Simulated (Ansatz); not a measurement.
ZnS under load (space group P6_3mc), r2SCAN with spin-orbit coupling, rigid bands (Ansatz, a program for electronic structure). Condition of this run: uniaxial stress along c of -4 GPa (compression positive) (the target of the relaxation). Band gap 2.61 eV, N_c = 2.31e18 cm⁻³ and N_v = 3.07e19 cm⁻³ at 300 K, conductivity masses along z (a = (3.75, 0.00, 0.00) Å; b = (-1.88, 3.25, 0.00) Å; c = (0.00, 0.00, 6.41) Å) of 0.166 mₑ (electrons) and 1.65 mₑ (holes). Take k_BT = 0.02585 eV.

### Question
A film of it is 8 nm thick, with its normal along the direction named. Estimate the confinement energies in an infinite well.

### Answer
ħ²π²/(2m t²) = 0.376 eV·nm²/(m/mₑ × t²) gives 35.4 meV for electrons and 3.56 meV for holes, so the gap would widen to about 2.65 eV. Finite barriers and nonparabolic bands lower this, and with several valleys or bands the heaviest mass along the normal sets the lowest level, not this average.

### Question
Find the intrinsic carrier density and the intrinsic Fermi level.

### Answer
n_i = √(N_c N_v) exp(−E_g/2k_BT) = 8.42e18 × exp(−50.48) = 1.0e-3 cm⁻³. The level lies (k_BT/2) ln(N_v/N_c) = 33 meV from mid-gap (positive towards the conduction band). Each 0.1 eV added to the gap lowers n_i by a factor of 6.9.

### Question
What thermal injection velocity √(2k_BT/πm) limits a ballistic channel along the direction named?

### Answer
1.32e7 cm/s for electrons and 4.19e6 cm/s for holes, a ratio of √(m_h/m_e) = 3.15, for dilute carriers.

Rigid bands with the computed gap; masses take one relaxation time for all states. Geometry: cell and atoms relaxed with PBEsol.
